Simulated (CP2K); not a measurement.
Input and output of a self-consistent single point for KRb3 (P1, 4 atoms in the cell) (CP2K).

Method of the run: LDA (Pade form), GPW, DZVP-MOLOPT-SR-GTH basis, GTH-PADE potentials (GTH_POTENTIALS) (CP2K).

```xyz
4
Lattice="7.1415 0.0000 0.0000 0.0000 7.1415 0.0000 0.0000 0.0000 7.1415" Properties=species:S:1:pos:R:3 pbc="T T T"
K     -0.0766     0.0254     0.0640
Rb     0.0757     3.5665     3.4658
Rb     3.5225    -0.0339     3.5681
Rb     3.6199     3.5835     0.0436
```

Reference input (self-consistent single point, DFT PBEsol, GPW, DZVP-MOLOPT-SR-GTH basis, GTH-PBE potentials (GTH_POTENTIALS)): CUTOFF = 500 Ry; REL_CUTOFF = 40 Ry; SMEAR/METHOD = FERMI_DIRAC; ELECTRONIC_TEMPERATURE = 580.23 K; KPOINTS/SCHEME = MONKHORST-PACK 3 3 3; XC_FUNCTIONAL = PBE:PBESOL; K/BASIS_SET = DZVP-MOLOPT-SR-GTH-q9; K/POTENTIAL = GTH-PBE-q9; Rb/BASIS_SET = DZVP-MOLOPT-SR-GTH-q9; Rb/POTENTIAL = GTH-PBE-q9; METHOD = GPW; EPS_DEFAULT = 1e-10. This run's input differs from it in these lines:

```diff
@@ -42,6 +42,3 @@
     &XC
-      &XC_FUNCTIONAL
-        &PBE
-          PARAMETRIZATION PBESOL
-        &END PBE
+      &XC_FUNCTIONAL PADE
       &END XC_FUNCTIONAL
@@ -79,3 +76,3 @@
       BASIS_SET DZVP-MOLOPT-SR-GTH-q9
-      POTENTIAL GTH-PBE-q9
+      POTENTIAL GTH-PADE-q9
     &END KIND
@@ -83,3 +80,3 @@
       BASIS_SET DZVP-MOLOPT-SR-GTH-q9
-      POTENTIAL GTH-PBE-q9
+      POTENTIAL GTH-PADE-q9
     &END KIND
```

The program printed (abridged):

```
 SCF WAVEFUNCTION OPTIMIZATION

  Step     Update method      Time    Convergence         Total energy    Change
     1 NoMix/Diag. 0.20E+00      -     0.64459876      -100.6174879993 -1.01E+02
     2 Broy./Diag. 0.20E+00      -     0.00444648      -100.8915013684 -2.74E-01
     3 Broy./Diag. 0.20E+00      -     0.01816576      -100.6357359451  2.56E-01
     4 Broy./Diag. 0.20E+00      -     0.00082393      -100.5568034742  7.89E-02
     5 Broy./Diag. 0.20E+00      -     0.00064932      -100.5825702553 -2.58E-02
     6 Broy./Diag. 0.20E+00      -     0.00014081      -100.5865970150 -4.03E-03
   [... 2 lines left out ...]
     9 Broy./Diag. 0.20E+00      -     0.00000959      -100.5872123266  5.72E-05
    10 Broy./Diag. 0.20E+00      -     0.00000849      -100.5871845405  2.78E-05
    11 Broy./Diag. 0.20E+00      -     0.00000176      -100.5871899942 -5.45E-06
    12 Broy./Diag. 0.20E+00      -     0.00000097      -100.5871898387  1.56E-07
  *** SCF run converged in    12 steps ***

  Overlap energy of the core charge distribution:               0.00000000000000
  Self energy of the core charge distribution:               -197.02018390778665
  Core Hamiltonian energy:                                     43.82810290429727
  Hartree energy:                                              67.62399804567259
  Exchange-correlation energy:                                -15.01739484543945
  Electronic entropic energy:                                  -0.00171203446843
  Fermi energy:                                                 0.03495700250699

  Total energy:                                              -100.58718983871266
  Total energy (extrapolated to T->0):                       -100.58633382147845

   [... lines left out ...]

 STRESS| Analytical stress tensor [bar]
 STRESS|                        x                   y                   z
 STRESS|      x       -4.03627590260E+03   1.05381022297E+01   1.67578488754E+01
 STRESS|      y        1.05381022297E+01  -3.98132037462E+03   2.26713532776E+01
 STRESS|      z        1.67578488754E+01   2.26713532776E+01  -4.07504773577E+03
 STRESS| 1/3 Trace                                            -4.03088133767E+03
```

The run converged in 12 iterations. Against the reference run the pressure goes from -0.13 to -0.40 GPa and the largest force goes from 0.066 to 0.051 eV/Å.

The starting cell comes from a database of computed structures (which also holds hypothetical and non-ambient phases and stackings), without a prior relaxation at this level. Its atoms were displaced at random from the sites of space group no. 221. Values carry the incompleteness of an atom-centred basis.
